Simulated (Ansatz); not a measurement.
Functionals compared on O on the (0001) surface of wurtzite GaN (2x2 Ga adatom at T4; a constructed slab, bottom: 3 H on 4 bottom sites), one in a cell of 36 Å², started at the site 'over Ga at depth 1.7 Å #2', in Ansatz (plane waves, PAW). The structure was relaxed with PBE; the other rows are single points on it, each with its references at the same level. Cutoff 420 eV (500 eV for r2SCAN). The points keep PBE's geometry, so the relaxation of a polaron and the settling of charge on one site are left out.

Host crystal: wurtzite GaN, with a band gap (PBE, scalar-relativistic without spin-orbit coupling).

Model: 45-atom slab, 13.9 Å thick at the start with caps and adatoms under the adsorbate (thin: gaps and levels are the slab's own), 4x4x1 mesh, Fermi-Dirac 0.01 eV, dipole correction, 23 atoms held, the rest relaxed; no symmetry held; spin-polarised, no spin-orbit, no U, no dispersion correction. Its gap by band count is narrow, 0.06 eV on this mesh, and the smearing reaches across it. The starting moment vanished. At the end it is bonded to 2 Ga. In PBE it is, or lies within 0.03 eV of, the lowest of the starts that converged. These notes are the PBE run's. r2SCAN: The program's check for a lower electronic state was not made. Adsorption energies are against ½ O2(g). A negative adsorption energy means that the adsorbate is more stable on the surface than in its reference.

| functional | adsorption energy (eV) |
|---|---|
| PBE | -3.02 |
| RPBE | -2.84 |
| r2SCAN | -3.27 |

Ansatz is a program for electronic structure.
